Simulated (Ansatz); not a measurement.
Take IrO2 in the rutile structure (space group P4_2/mnm, No. 136) as the base.

```yaml
crystal:
  lattice:
    - [4.47181, 0.00000, 0.00000]
    - [0.00000, 4.47181, 0.00000]
    - [0.00000, 0.00000, 3.15362]
  atoms:
    - { symbol: Ir, position: [0.00000, 0.00000, 0.00000] }
    - { symbol: Ir, position: [0.50000, 0.50000, 0.50000] }
    - { symbol: O, position: [0.30879, 0.30879, 0.00000] }
    - { symbol: O, position: [0.80879, 0.19121, 0.50000] }
    - { symbol: O, position: [0.19121, 0.80879, 0.50000] }
    - { symbol: O, position: [0.69121, 0.69121, 0.00000] }
```

Cartesian axes are those of the cell as printed.

Level of theory: PBEsol (Ansatz, a quantum-chemistry and plane-wave program), no spin-orbit coupling.

For the base:

The pressure is 0.0 GPa.

The change: uniaxial strain ε_yy = −0.94 %, all other strain components held at zero; the atoms relax in the strained cell.

**Question.** What happens to the pressure?

**Answer.** The pressure (mean of the normal stresses, compression positive) goes from zero to 2.7 GPa.

**Question.** How does this affect the energy relative to the base?

**Answer.** The energy grows by 1.0 meV/atom.

Without a gap, meshes like the base's 11×11×15 leave anisotropic stresses uncertain by several tenths of a GPa, and small strain energies with them. Stability against distortions was not tested. No Hubbard U is applied, and correlation can decide whether such a compound is a metal. The final runs are not spin-polarised.
